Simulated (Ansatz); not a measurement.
In a (6,0) ZnO nanotube, the lowest empty band has its minimum at Γ and lies 0.016 eV higher 0.0350 Å⁻¹ away along the axis.

The numbers are results of PBE (plane waves to 420 eV, PAW; Ansatz, a program for electronic structure), not measurements. Mesh 1×1×6. No spin polarisation. Periodic along z alone, with about 11 Å of vacuum beside it. A hypothetical model, rolled from the flat sheet. Symmetry and one short period hold its shape; lower forms weren't sought.

Problem. Estimate the electron mass along the axis.

Solution. For a parabola ΔE = ħ²Δk²/2m, and ħ²/2mₑ = 3.810 eV Å². So m/mₑ = 3.810 × 0.0350²/0.016 = 0.29. The curvature over a step a third as long gives 0.30; the band is close to a parabola here.
